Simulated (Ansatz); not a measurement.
Start from TaC in the rock salt structure (space group Fm-3m, No. 225).

```cif
data_C4Ta4
_chemical_formula_sum 'C4 Ta4'
_space_group_name_H-M_alt 'Fm-3m'
_space_group_IT_number 225
_space_group_name_Hall '-F 4 2 3'
_cell_length_a 4.44004
_cell_length_b 4.44004
_cell_length_c 4.44004
_cell_angle_alpha 90.000
_cell_angle_beta 90.000
_cell_angle_gamma 90.000
loop_
_atom_site_label
_atom_site_type_symbol
_atom_site_symmetry_multiplicity
_atom_site_Wyckoff_symbol
_atom_site_fract_x
_atom_site_fract_y
_atom_site_fract_z
_atom_site_occupancy
C1 C 4 a 0.00000 0.00000 0.00000 1
Ta1 Ta 4 b 0.50000 0.50000 0.50000 1
```
(The calculation used a cell of 2 atoms; values per cell refer to that cell.)

The other end (x = 1) is TaBe in the rock salt structure (space group Fm-3m, No. 225; a hypothetical phase, not in the database extracts checked): 13.49 Å³/atom, gap zero; this end may not be an ambient phase.

Method: PBEsol in Ansatz (plane waves to 420 eV, PAW, scalar-relativistic without spin-orbit coupling).

Be replaces a fraction x of C; each row is one arrangement (x, atoms in the cell, starting space group or random), fully relaxed.

One change was made to it. Results:

| quantity | base | after |
|---|---|---|
| mean first-shell distances | – | C–Ta 2.225 Å (end compound 2.220 Å), Be–Ta 2.381 Å (end compound 2.380 Å) |
| deviation of the volume from the linear (Vegard-type) interpolation | – | -0.8 % |
| mixing energy (to 0.01 eV only: unlike meshes or grids) (against an end that may be hypothetical) | – | -0.10 eV/atom |

Task: Name the change that was made.
A. x(Be) = 0.333, 6 atoms, Immm
B. x(Be) = 0.667, 6 atoms, I4/mmm
C. x(Be) = 0.5, 8 atoms, I4_1/amd
D. x(Be) = 0.75, 8 atoms, Cmmm

Result: D, x(Be) = 0.75, 8 atoms, Cmmm. For comparison, the mean first-shell distances in the other runs: x(Be) = 0.5, 8 atoms, I4_1/amd gives C–Ta 2.247 Å (end compound 2.220 Å), Be–Ta 2.331 Å (end compound 2.380 Å); x(Be) = 0.667, 6 atoms, I4/mmm gives C–Ta 2.265 Å (end compound 2.220 Å), Be–Ta 2.349 Å (end compound 2.380 Å); x(Be) = 0.333, 6 atoms, Immm gives C–Ta 2.229 Å (end compound 2.220 Å), Be–Ta 2.341 Å (end compound 2.380 Å).

These are small ordered cells, not random alloys; other orderings at the same x differ. No phonon test of stability was made. All final runs are without spin polarisation. An odd electron count without spin: TaC, TaBe, Ta3Be2C and Ta3BeC2.

Ansatz is an electronic-structure program.
